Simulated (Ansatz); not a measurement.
The parent structure is BaTiO₃ in the cubic perovskite structure (space group Pm-3m, No. 221).

```xyz
5
Lattice="3.9699 0.0000 0.0000 0.0000 3.9699 0.0000 0.0000 0.0000 3.9699" Properties=species:S:1:pos:R:3 pbc="T T T"
Ba     0.0000     0.0000     0.0000
Ti     1.9849     1.9849     1.9849
O      0.0000     1.9849     1.9849
O      1.9849     1.9849     0.0000
O      1.9849     0.0000     1.9849
```

Levels (all Ansatz, an electronic-structure program, PAW): PBEsol (420 eV, spin-orbit coupling left out); HSE06 (420 eV, without spin-orbit coupling).

Levels that relaxed their own cell: PBEsol.

| level | band gap |
|---|---|
| PBEsol | 1.82 eV |
| HSE06 | 3.27 eV |

Measured: band gap 3.2 eV (temperature not stated; as listed in Yu-ichiro Matsushita, Kazuma Nakamura, Atsushi Oshiyama, Physical Review B (2011)).

Computed minus measured — band gap: PBEsol -1.38 eV, HSE06 +0.07 eV (closest: HSE06). Measured values not marked as corrected hold thermal and zero-point effects that the static-lattice runs lack. A measured gap can be an optical one, lowered by exciton binding. Levels without spin-orbit coupling miss its effect on the gap.

Single points use the geometry relaxed with PBEsol. The hybrid gap comes from the SCF mesh plus the semilocal run's edge points and a few special points and is an upper bound. Stability against distortions was not tested. The final runs are not spin-polarised. Many cubic perovskites are stable only at high temperature; tilts and polar distortions were not tested. This is not the structure that BaTiO3 has at room temperature and ambient pressure.
